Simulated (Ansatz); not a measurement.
## MoS2: uniaxial strain ε_zz = +2.40 %

Base system: MoS2 (space group P6_3/mmc, No. 194; a = 3.1493 Å, c = 12.0895 Å; layered, stacked along the Cartesian z axis). Axes: x lies along a and z along c of the hexagonal cell.

Now apply this change: the cell is stretched by 2.40 % along z with no lateral relaxation; the atoms relax in the strained cell.

The values are results of PBE-D3(BJ) (Ansatz, a quantum-chemistry and plane-wave program; PAW; 420 eV plane waves; scalar-relativistic without spin-orbit coupling), not measurements. Γ-centred 12×12×3 mesh, Fermi–Dirac width 0.05 eV.

```tsv
quantity	base	changed	shift
volume per atom	17.31 Å³	17.72 Å³	+0.415 Å³
space group	P6_3/mmc (No. 194)	P6_3/mmc (No. 194)	–
energy relative to the base (free energy F)	0 meV/atom	+1.7 meV/atom	+1.7 meV/atom
pressure (mean of the normal stresses, compression positive)	0.00 GPa	-0.51 GPa	-0.505 GPa
band gap	0.77 eV	0.91 eV	+0.14 eV
gap character	indirect, Γ → K–Γ (44 % along)	indirect, Γ → K–Γ (44 % along)	–
smallest direct gap	1.70 eV	1.72 eV	+0.02 eV
hole mass	1.0 mₑ along c, 0.61 mₑ across (at Γ)	0.93 mₑ along z, 0.74 mₑ across (at Γ)	–
valence-band top at Γ (three highest levels, from the VBM)	0.00, -1.11, -1.29 eV	0.00, -1.17, -1.22 eV	–
stress (xx, yy, zz, yz, xz, xy; compression positive)	–	(-0.18, -0.18, -1.16, 0.00, 0.00, 0.00) GPa	–
```

Final structure:

```
MoS2
1.0
    3.14934     0.00000     0.00000
   -1.57467     2.72741     0.00000
    0.00000     0.00000    12.37960
Mo S
2 4
Direct
  0.66667   0.33333   0.75000
  0.33333   0.66667   0.25000
  0.66667   0.33333   0.37671
  0.33333   0.66667   0.87671
  0.33333   0.66667   0.62329
  0.66667   0.33333   0.12329
```

Cost of the whole job for the changed cell (relaxation, final SCF and bands): around 50 core-seconds (rough).

Effective masses come from finite differences of ±0.01 Å⁻¹. Whether these cells are dynamically stable was not tested.
